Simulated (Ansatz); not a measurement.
Consider Li in the bcc (W type) structure (space group Im-3m, No. 229).

```yaml
crystal:
  lattice:
    - [-1.73873, 1.73873, 1.73873]
    - [1.73873, -1.73873, 1.73873]
    - [1.73873, 1.73873, -1.73873]
  atoms:
    - { symbol: Li, position: [0.00000, 0.00000, 0.00000] }
```

Computed with DFT with r2SCAN, PAW potentials and a 500 eV plane-wave cutoff in Ansatz (a first-principles code), without spin-orbit coupling.

Before the change:

- Volume per atom = 21.03 Å³
- Band gap = zero

It is then changed as follows: full substitution Li → Be, then cell and atoms are relaxed.

Tabulated Pauling electronegativity and covalent radius: Li 0.98, 1.28 Å; Be 1.57, 0.96 Å.

Problem. Predict the new volume per atom and band gap.

Solution. The volume per atom falls by 13.211 Å³ (21.03 Å³ → 7.81 Å³); the band gap remains zero.

Stability against distortions was not tested. For Be in this form, whether it has been made was not checked. This is not the structure that Be has at room temperature and ambient pressure.
